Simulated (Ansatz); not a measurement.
Base system: SiC in the zinc blende structure (space group F-43m, No. 216; a = 4.357 Å). Axes: x, y, z lie along the cube axes.

All numbers come from Ansatz (a program for electronic structure) PBEsol, spin-orbit coupling left out.

Perturbation: a pure shear with ε_xy = ε_yx = 0.0086, atoms relaxed at fixed cell.

**Question.** Predict the stress tensor and what it implies for the stiffness.

**Answer.** Stress of the strained cell less that of the base (GPa, compression positive):
```
   0.06   -4.18    0.00
  -4.18    0.06    0.00
   0.00    0.00   -0.01
```

Then −Δσ/γ with γ = 2ε = 0.0172 gives relaxed-ion elastic constants: C66 ≈ 243 GPa.

Stability against distortions was not tested.
